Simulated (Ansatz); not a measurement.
Consider TiC in the rock salt structure (space group Fm-3m, No. 225; a = 4.3278 Å). Axes: x, y, z lie along the cube axes.

Level of theory: plane-wave PAW DFT at the r2SCAN level (Ansatz, a program for electronic structure, 500 eV), scalar-relativistic without spin-orbit coupling.

Base values:

The pressure is 0.0 GPa and the volume per atom comes out as 10.13 Å³.

The change: biaxial strain −1.24 %, plane normal [001], relaxed out of plane (Cartesian); in-plane vectors clamped, the third vector and the atoms free.

**Question.** What happens to the energy relative to the base, pressure and volume per atom?

**Answer.** The energy grows by 6.1 meV/atom; the pressure (mean of the normal stresses, compression positive) goes from zero to 5.3 GPa; the volume per atom shrinks by 0.19 Å³ (10.13 Å³ → 9.94 Å³).

Without a gap, meshes like the base's 18×18×18 leave anisotropic stresses uncertain by several tenths of a GPa, and small strain energies with them. Whether these cells are dynamically stable was not tested. The final runs are not spin-polarised.
